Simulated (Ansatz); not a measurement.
Here is the system:

End structure of the (221) surface of bcc V in its 1x1 cell, outermost plane spacing 0.50 Å in the ideal cut:

```
CELL_PARAMETERS angstrom
      4.23865     0.00000     0.00000
      2.11932     6.35797     0.00000
      0.00000     0.00000    26.50000
ATOMIC_POSITIONS crystal
  V  0.38983 0.22016 0.31427
  V  0.76972 0.46025 0.32721
  V  0.16520 0.66951 0.34210
  V  0.55608 0.88761 0.36269
  V  0.94275 0.11426 0.37578
  V  0.33241 0.33495 0.39717
  V  0.72085 0.55812 0.41585
  V  0.10941 0.78106 0.43413
  V  0.49806 0.00375 0.45362
  V  0.88850 0.22294 0.47242
  V  0.27787 0.44422 0.49097
  V  0.66658 0.66689 0.50903
  V  0.05595 0.88817 0.52758
  V  0.44639 0.10736 0.54638
  V  0.83504 0.33005 0.56587
  V  0.22360 0.55299 0.58415
  V  0.61204 0.77616 0.60283
  V  0.00169 0.99685 0.62422
  V  0.38837 0.22350 0.63731
  V  0.77924 0.44160 0.65790
  V  0.17472 0.65086 0.67279
  V  0.55461 0.89095 0.68573
```

Set-up: 22 atoms, 10.5 Å thick at the start (thin: gaps and levels are the slab's own); mesh 9x6x1; 0.1 eV smearing; dipole correction on; all atoms relaxed; held to the part of the start's symmetry that mesh and held atoms allow; no spin, no spin-orbit, no U.

**Question.** Give the work function of the top face at the level Ansatz (an electronic-structure program) with PBE.

**Answer.** 4.04 eV

**Question.** What is the computed surface energy (mean of both faces) (PBE)?

**Answer.** 167 meV/Å^2
